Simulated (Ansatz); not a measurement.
## Carrier properties of GaN under load (space group P6_3mc)

Input:

```xyz
4
Lattice="3.0871 0.0000 0.0000 -1.5436 2.6735 0.0000 0.0000 0.0000 5.1855" Properties=species:S:1:pos:R:3 pbc="T T T"
Ga     1.5436     0.8912     2.6040
Ga     0.0000     1.7823     5.1967
N      1.5436     0.8912     4.5260
N      0.0000     1.7823     1.9333
```

The numbers are results of PBEsol, rigid bands (plane waves, PAW, scalar-relativistic; Ansatz, an electronic-structure program), not measurements. Condition of this run: biaxial strain xx = yy = -3 %, z clamped. Geometry: cell and atoms relaxed with PBEsol, then loaded as said.

| Item | Value |
|---|---|
| band gap | 2.12 eV |
| electron conductivity mass (300 K, dilute) | 0.22 (x), 0.22 (y), 0.180 (z) mₑ |
| hole conductivity mass (300 K, dilute) | 1.09 (x), 1.09 (y), 2.0 (z) mₑ |
| effective density of states N_c (300 K) | 2.2e18 cm⁻³ |
| effective density of states N_v (300 K) | 8.2e19 cm⁻³ |
| density-of-states mass, electrons | 0.198 mₑ |
| density-of-states mass, holes | 2.2 mₑ |
| Seebeck coefficient, n-type 1e19 cm⁻³, 300 K | -116 μV/K |
| best n-type power factor at 300 K for τ = 10 fs (best axis; densities from 1e16 to 1e21 cm⁻³ tried, whether or not they can be reached) | 2.0 μW/(cm·K²) at 1e19 cm⁻³ |
| Seebeck coefficient, p-type 1e19 cm⁻³, 300 K | 394 μV/K |
| best p-type power factor at 300 K for τ = 10 fs (best axis; densities from 1e16 to 1e21 cm⁻³ tried, whether or not they can be reached) | 11.9 μW/(cm·K²) at 3e20 cm⁻³ |

Rigid bands; masses and Seebeck coefficients take one relaxation time τ for all states and one kind of carrier; polarons and phonon drag are left out. Spin-orbit coupling is left out; where it splits the top of the valence band, N_v and the p-type Seebeck coefficient come out somewhat high without it.
